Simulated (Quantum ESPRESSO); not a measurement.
Worked example: self-consistent single point of CuPd3 (I4/mmm, 4 atoms in the cell) in Quantum ESPRESSO.

Method of the run: PBEsol, PSlibrary PAW (PBE) pseudopotentials (plane waves; Quantum ESPRESSO).

The change in words: lattice scaled by 0.98. Reference geometry:
```
CuPd3
1.0
    1.92514    -1.92514     3.95287
    1.92514     1.92514     3.95287
   -1.92514    -1.92514     3.95287
Cu Pd
1 3
Direct
  0.00000   0.00000   0.00000
  0.50000   0.25000   0.75000
  0.50000   0.75000   0.25000
  0.00000   0.50000   0.50000
```

Reference input (self-consistent single point, DFT, PBEsol, plane waves, PSlibrary PAW (PBE) pseudopotentials): ecutwfc = 50 Ry; ecutrho = 600 Ry; occupations = smearing; smearing = fd; degauss = 0.0099958 Ry; input_dft = pbesol; potentials = {Cu: Cu.pbe-dn-kjpaw_psl.1.0.0.UPF, Pd: Pd.pbe-n-kjpaw_psl.1.0.0.UPF}; K_POINTS = automatic 10 10 10 0 0 0; conv_thr = 1e-10 Ry; mixing_beta = 0.4. This run's input differs from it in these lines:

```diff
@@ -10,4 +10,4 @@
    ibrav = 7
-   celldm(1) = 7.27595581
-   celldm(3) = 2.0532934054
+   celldm(1) = 7.13043556
+   celldm(3) = 2.0532939121
    nat = 4
```

The program printed (abridged):

```
     Self-consistent Calculation

     iteration #  1     ecut=    50.00 Ry     beta= 0.40

     Threshold (ethr) on eigenvalues was too large:
     Diagonalizing with lowered threshold

     total energy              =   -1189.03676329 Ry
     estimated scf accuracy    <       0.29912759 Ry

     iteration #  2     ecut=    50.00 Ry     beta= 0.40

     total energy              =   -1189.07466564 Ry
     estimated scf accuracy    <       0.09956159 Ry

     iteration #  3     ecut=    50.00 Ry     beta= 0.40

     total energy              =   -1189.09982860 Ry
     estimated scf accuracy    <       0.14395416 Ry

   [... 9 blocks of this kind left out ...]

     iteration # 13     ecut=    50.00 Ry     beta= 0.40

     total energy              =   -1189.10976246 Ry
     estimated scf accuracy    <          2.7E-09 Ry

     iteration # 14     ecut=    50.00 Ry     beta= 0.40
     End of self-consistent calculation

     Number of k-points >= 100: set verbosity='high' to print the bands.

     the Fermi energy is    14.1696 ev

!    total energy              =   -1189.10976246 Ry
     estimated scf accuracy    <          8.6E-11 Ry
     smearing contrib. (-TS)   =      -0.01934793 Ry
     internal energy E=F+TS    =   -1189.09041453 Ry

     convergence has been achieved in  14 iterations

     Forces acting on atoms (cartesian axes, Ry/au):

     atom    1 type  1   force =    -0.00000000    0.00000000    0.00000000
   [... zero for the other atoms too ...]

     Total force =     0.000000     Total SCF correction =     0.000000

          total   stress  (Ry/bohr**3)                   (kbar)     P=       17.92
   0.00015702  -0.00000000   0.00000000           23.10       -0.00        0.00
  -0.00000000   0.00015702   0.00000000           -0.00       23.10        0.00
   0.00000000   0.00000000   0.00005144            0.00        0.00        7.57

   JOB DONE.
```

The run converged in 14 iterations. Against the reference run the free energy drops by 17.6 meV/atom and the pressure goes from -8.79 to 1.79 GPa.

The starting cell comes from a database of computed structures (which also holds hypothetical and non-ambient phases and stackings), without a prior relaxation at this level. Its lattice was rescaled by a random factor within 2.5 % of one. For this run, on top of that: lattice scaled by 0.98. Spin polarisation is off.

Cost on one core of a shared machine: roughly 6 min.
